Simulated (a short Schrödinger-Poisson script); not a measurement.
Structure: MOS inversion layer, SiO2 on p-type Si(110), at 300 K.

From the gate side: 2.2 nm SiO2; 1300 nm Si, acceptors 1.1e17 cm⁻³.

The device is made up for the run: typed textbook-type constants, with dimensions and the other settings drawn at random. SiO2: permittivity 3.9, conduction-band edge (eV) 3.15, gap (eV) 9, electron mass (mₑ) 0.5. Si: permittivity 11.7, conduction-band edge (eV) 0, gap (eV) 1.124, Nv at 300 K (cm⁻³) 3.1e19.

Channel valleys (confinement mass, in-plane density-of-states mass, number): Δ4 0.315, 0.324, 4; Δ2 0.19, 0.417, 2. At the gate the conduction-band edge of layer 1 lies 3.61 eV − eVg above the Fermi level of the channel; the field vanishes at the back. Gaps are held at their typed values at every temperature. Mesh 0.03 nm at interfaces.

From a short Schrödinger-Poisson script (our own, NumPy): 1D Poisson equation in equilibrium, electrons quantum, Hartree (BenDaniel-Duke, 12 states a valley, the channel's in-plane mass for all, wave functions free to enter the dielectric), parabolic valleys, classical holes, full ionisation, no traps, pinning or gate leakage.

| Vg (V) | electrons (cm⁻²) | C (μF/cm²) | Δ4 E0 (meV from the Fermi level) | Δ2 E0 (meV from the Fermi level) |
|---|---|---|---|---|
| 0.4 | 2.30e9 | 0.113 | 237.7 | 248.5 |
| 0.5 | 5.88e10 | 0.334 | 153.5 | 164.8 |
| 0.6 | 4.01e11 | 0.818 | 103.0 | 115.2 |
| 0.7 | 9.74e11 | 1.02 | 79.0 | 92.3 |
| 0.8 | 1.64e12 | 1.12 | 64.6 | 79.0 |
| 0.9 | 2.35e12 | 1.17 | 54.3 | 69.8 |
| 1 | 3.10e12 | 1.21 | 46.3 | 62.8 |
| 1.1 | 3.86e12 | 1.24 | 39.7 | 57.2 |
| 1.2 | 4.64e12 | 1.26 | 34.1 | 52.5 |
| 1.3 | 5.43e12 | 1.28 | 29.2 | 48.4 |
| 1.4 | 6.23e12 | 1.29 | 24.9 | 44.8 |
| 1.5 | 7.04e12 | 1.30 | 20.9 | 41.6 |
| 1.6 | 7.86e12 | 1.31 | 17.3 | 38.7 |
| 1.7 | 8.68e12 | 1.32 | 13.9 | 36.1 |
| 1.8 | 9.51e12 | 1.33 | 10.8 | 33.6 |
| 1.9 | 1.03e13 | 1.34 | 7.9 | 31.3 |
| 2 | 1.12e13 | 1.35 | 5.1 | 29.2 |

Gate voltages with under 1e9 electrons/cm² are left out.

**Question.** At Vg = 2 V the lowest Δ4 subband lies at 5.1 meV from the Fermi level. How many electrons does it hold, and what share of all?

**Answer.** The two-dimensional density of states is g m/(πħ²) = 5.41e11 cm⁻² meV⁻¹ (both spins), kT = 25.9 meV, so n = D kT ln(1 + exp(−E/kT)) = 8.39e12 cm⁻², 0.75 of the 1.12e13 cm⁻² in all.

**Question.** Compare the slope of the sheet density between 1.8 and 2 V with the geometric capacitance of the layers between gate and channel.

**Answer.** q Δn/ΔV = 1.35 μF/cm²; ε0/Σ(t/ε) = 1.57 μF/cm². The ratio is 0.86: the channel acts as a further capacitance in series.
